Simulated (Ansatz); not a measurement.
BAs (model structure, started from the CdTe type, P6₄22, No. 181, 6 atoms in the cell)

The numbers are results of r²SCAN (plane waves, PAW; Ansatz, an electronic-structure program), not measurements.

Numerical settings: plane-wave cutoff 560 eV, 18×18×8 k mesh (along the axes of the cell as run), Fermi–Dirac smearing 0.05 eV, scalar-relativistic PAW data made under PBE.

Cell (relaxed at this level):

```cif
data_As3B3
_chemical_formula_sum 'B3 As3'
_space_group_name_H-M_alt 'P6422'
_space_group_IT_number 181
_space_group_name_Hall 'P 64 2 (0 0 2)'
_cell_length_a 3.44691
_cell_length_b 3.44691
_cell_length_c 7.45959
_cell_angle_alpha 90.000
_cell_angle_beta 90.000
_cell_angle_gamma 120.000
loop_
_atom_site_label
_atom_site_type_symbol
_atom_site_symmetry_multiplicity
_atom_site_Wyckoff_symbol
_atom_site_fract_x
_atom_site_fract_y
_atom_site_fract_z
_atom_site_occupancy
B1 B 3 c 0.50000 0.00000 0.00000 1
As1 As 3 d 0.50000 0.00000 0.50000 1
```

For BAs (model structure, started from the CdTe type, P6₄22, No. 181, 6 atoms in the cell), the band gap is 0.67 eV (on the SCF k mesh). The bulk modulus is 144 GPa.

Note: the bulk modulus is −V dP/dV from two relaxed cells at ±2 % in volume; the relaxation could raise the start's symmetry but not lower it, so the cell can be a saddle point.

Spin–orbit coupling is not included.

Computed values are for the static lattice.

A model structure was made by putting elements into a prototype or built by hand; it is no filed structure, need not be a known phase, and can be a saddle point held by its symmetry.
